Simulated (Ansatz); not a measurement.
**WSi2: Si interstitial (started 1.74 Å from the nearest host atom), symmetric start**

Start from a 9-atom supercell of WSi2 (space group I4/mmm, No. 139; a = 3.212 Å, c = 7.804 Å) at its relaxed geometry.

Now apply this change: one Si atom is added in an open site, starting 1.74 Å from the nearest host atom, atoms relaxed at fixed cell.

All numbers come from Ansatz (an electronic-structure program) r2SCAN, no spin-orbit coupling. Settings: 9×9×9 k-points, 0.05 eV Fermi–Dirac smearing.

The pressure goes from zero to 45.4 GPa and the final site of the added atom is 4 Si at 2.10 Å and 4 W at 2.58 Å.

Final structure:

```xyz
10
Lattice="-1.6058 1.6058 3.9021 1.6058 -1.6058 3.9021 6.4230 3.2115 0.0000" Properties=species:S:1:pos:R:3 pbc="T T T"
W     -0.0817    -0.0817     0.0000
W      1.6874     1.6874     3.9021
W      4.8173     1.6058     3.9021
Si    -0.3692    -0.0342     2.6585
Si     3.5807     0.0342     2.6585
Si     3.2115     3.2115     2.6250
Si    -0.0342    -0.3692     5.1456
Si     3.2457     0.3692     5.1456
Si     3.2115     3.2115     5.1791
Si     1.6058     0.0000     1.9510
```

In so small a cell the defect repeats every few ångströms: this is an ordered compound, not a dilute defect. The defect started on the symmetric site and kept its symmetry, so it may sit on a saddle. The final runs are not spin-polarised. The defect cell is not spin-polarised.
